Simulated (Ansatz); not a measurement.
Cell and atoms of amorphous Ti$_{20}$Al$_{18}$C$_{12}$:

```xyz
50
Lattice="9.1343 -0.0315 -0.0322 -0.0315 9.0636 -0.0439 -0.0322 -0.0439 8.5639" Properties=species:S:1:pos:R:3 pbc="T T T"
Ti     3.8003     6.8148     4.9454
Ti     2.7405     6.9231     2.0893
Ti     1.7108     1.8740     2.7700
Ti     0.1339     6.1081     3.0481
Ti     8.9739     3.7671     1.5293
Ti     5.1933     0.0415     7.0203
Ti     6.8688     7.7314     4.1252
Ti     0.6355     3.1890     5.5184
Ti     3.0112     1.5982     5.4158
Ti     3.1112     5.2643     7.1683
Ti     1.3595     1.8766     7.9725
Ti     0.5560     8.7189     1.2070
Ti     1.2422     8.4299     4.1077
Ti     8.2890     1.1791     3.1098
Ti     6.0652     6.3209     6.5526
Ti     7.4350     4.3562     4.4068
Ti     8.1887     0.7727     6.0022
Ti     2.2357     8.2667     7.1265
Ti     5.2388     5.4470     2.6348
Ti     2.3925     4.4757     3.9095
Al     3.4928     0.5537     0.9119
Al     8.3835     7.6318     7.5015
Al     2.7623     4.1940     1.1505
Al     0.9626     6.1198     0.2907
Al     4.7589     4.1875     5.1464
Al     4.7743     7.0856     0.3703
Al     7.4089     6.9298     1.3201
Al     5.9902     0.2482     1.7555
Al     7.7668     1.4484     0.1172
Al     3.9982     9.0063     3.4594
Al     6.5078     3.0064     2.1171
Al     8.3488     4.7417     7.3524
Al     0.8870     6.1583     5.7251
Al     4.1628     2.7140     2.9008
Al     6.6471     2.8871     6.6552
Al     5.9705     4.5684     0.1037
Al     5.9625     1.5003     4.5356
Al     4.0611     2.8197     7.6553
C      2.2963     8.9162     2.3343
C      0.3197     3.9164     3.5812
C      5.8362     5.9024     4.5582
C      3.3660     0.9907     7.5374
C      4.1927     7.2181     6.9789
C      0.2772     1.7531     1.2756
C      1.1510     0.8310     5.9895
C      2.8830     3.5492     6.0261
C      8.5365     8.0927     2.8852
C      1.9328     6.4675     3.9755
C      6.9774     8.1616     6.2009
C      0.7943     1.3200     4.6546
```

Level of theory: PBE, scalar-relativistic without spin-orbit coupling (plane waves to 420 eV, PAW; Ansatz, a program for electronic structure).

A CHGNet melt-quench gave the starting glass, which DFT then relaxed. The hot cell started wider than the set density and was brought back towards it in steps. It is the lowest in DFT energy of 2 quenches. It is a model cell: composition and starting density were chosen by hand, and all elements were melted together. No dispersion term was used. Its density started from a set value of 3.76 and ended at 3.72 g/cm³. Cooling (nominally 380 K/ps over its main leg) ran many orders faster than in experiment, which tends to leave more defects and strain. A cell of this size samples the disorder only roughly. Volume and shape were free in the relaxation. On a 2×2×2 Γ-centred mesh force components of up to 0.23 eV/Å stay, since the relaxation ran on one k-point at (1/4, 1/4, 1/4).

Cut-offs for bonds: Ti-Ti 3.68 Å, Ti-Al 3.46 Å, Ti-C 2.74 Å, Al-Al 3.00 Å, Al-C 2.40 Å, C-C 1.68 Å.

### Question
Give the coordination numbers, mean bond lengths and angles.

### Answer

```json
{
 "Mean coordination of Ti": "14.70 (5 with 13, 3 with 14, 6 with 15, 5 with 16, 1 with 17)",
 "Mean coordination of Al": "9.83 (1 with 8, 7 with 9, 5 with 10, 4 with 11, 1 with 12)",
 "Mean coordination of C": "6.08 (1 with 5, 9 with 6, 2 with 7)",
 "Mean Ti-Ti bond": "3.090 Å (spread 0.220 Å, 71 counted)",
 "Mean Ti-Al bond": "2.922 Å (spread 0.188 Å, 93 counted)",
 "Mean Al-Al bond": "2.746 Å (spread 0.099 Å, 36 counted)",
 "Mean Ti-C bond": "2.171 Å (spread 0.109 Å, 59 counted)",
 "Bond angle at Ti": "mean 94.9°, spread 35.1°",
 "Bond angle at Al": "mean 96.5°, spread 33.6°",
 "Bond angle at C": "mean 104.5°, spread 31.4°"
}
```
